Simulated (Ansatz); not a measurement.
**Response to strain in GaAg**

Start from GaAg in the CsCl type structure (space group Pm-3m, No. 221; a = 3.2317 Å; relaxed with 0.1 eV smearing). Axes: x, y, z lie along the cube axes.

Strains are applied to the cell and any free atomic positions relax; under biaxial strain the out-of-plane vector relaxes too.

Method: PBEsol (Ansatz, an electronic-structure program; PAW; 420 eV plane waves; without spin-orbit coupling).

Notes on the quantities. in-plane stress: mean in-plane stress (compression positive).

```tsv
variant	volume per atom	in-plane stress
base	16.88 Å³	–
biaxial strain −0.56 %, plane normal [001], relaxed out of plane	16.92 Å³	-0.4 GPa
biaxial strain +3.22 %, plane normal [001], relaxed out of plane	16.72 Å³	+1.1 GPa
biaxial strain +1.04 %, plane normal [110], relaxed out of plane	16.91 Å³	-0.2 GPa
biaxial strain −1.66 %, plane normal [111], relaxed out of plane	16.87 Å³	+0.2 GPa
isotropic strain −0.52 %	16.61 Å³	–
```

Whether these cells are dynamically stable was not tested. Under biaxial strain −0.56 %, plane normal [001], relaxed out of plane and biaxial strain +3.22 %, plane normal [001], relaxed out of plane the cell ends below the base's energy or with stress of the wrong sign: the atoms slid into a distortion or the cell is elastically unstable, so the base is not a stable minimum at this level.
